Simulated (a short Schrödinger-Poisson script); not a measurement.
Structure: MOS inversion layer, SiO2 on p-type Si(100), at 300 K.

From the gate side: 2.7 nm SiO2; 1900 nm Si, acceptors 5e16 cm⁻³.

The device is made up for the run: typed textbook-type constants, with dimensions and the other settings drawn at random. SiO2: permittivity 3.9, conduction-band edge (eV) 3.15, gap (eV) 9, electron mass (mₑ) 0.5. Si: permittivity 11.7, conduction-band edge (eV) 0, gap (eV) 1.124, Nv at 300 K (cm⁻³) 3.1e19.

Channel valleys (confinement mass, in-plane density-of-states mass, number): Δ2 0.916, 0.19, 2; Δ4 0.19, 0.417, 4. At the gate the conduction-band edge of layer 1 lies 3.19 eV − eVg above the Fermi level of the channel; the field vanishes at the back. Gaps are held at their typed values at every temperature. Mesh 0.03 nm at interfaces.

From a short Schrödinger-Poisson script (our own, NumPy): 1D Poisson equation in equilibrium, electrons quantum, Hartree (BenDaniel-Duke, 12 states a valley, the channel's in-plane mass for all, wave functions ending at the dielectric), parabolic valleys, classical holes, full ionisation, no traps, pinning or gate leakage.

```csv
Vg (V),electrons (cm⁻²),C (μF/cm²),Δ2 E0 (meV from the Fermi level),Δ4 E0 (meV from the Fermi level)
0,1.72e10,0.151,172.8,200.3
0.1,2.04e11,0.562,106.3,136.8
0.2,6.31e11,0.802,73.3,108.5
0.3,1.16e12,0.903,53.8,94.0
0.4,1.74e12,0.959,39.9,84.8
0.5,2.35e12,0.995,29.0,78.4
0.6,2.98e12,1.02,20.0,73.5
0.7,3.62e12,1.04,12.3,69.5
0.8,4.28e12,1.05,5.4,66.3
0.9,4.94e12,1.06,-0.8,63.5
1,5.60e12,1.07,-6.6,61.1
1.1,6.28e12,1.08,-11.9,58.9
1.2,6.95e12,1.09,-16.9,57.0
1.3,7.64e12,1.09,-21.7,55.2
1.4,8.32e12,1.10,-26.3,53.5
1.5,9.01e12,1.10,-30.8,51.9
1.6,9.70e12,1.11,-35.0,50.4
```

Gate voltages with under 1e9 electrons/cm² are left out.

### Question
At Vg = 1.6 V the lowest Δ2 subband lies at -35.0 meV from the Fermi level. How many electrons does it hold, and what share of all?

### Answer
The two-dimensional density of states is g m/(πħ²) = 1.59e11 cm⁻² meV⁻¹ (both spins), kT = 25.9 meV, so n = D kT ln(1 + exp(−E/kT)) = 6.50e12 cm⁻², 0.67 of the 9.70e12 cm⁻² in all.

### Question
Compare the slope of the sheet density between 1.4 and 1.6 V with the geometric capacitance of the layers between gate and channel.

### Answer
q Δn/ΔV = 1.11 μF/cm²; ε0/Σ(t/ε) = 1.28 μF/cm². The ratio is 0.86: the channel acts as a further capacitance in series.
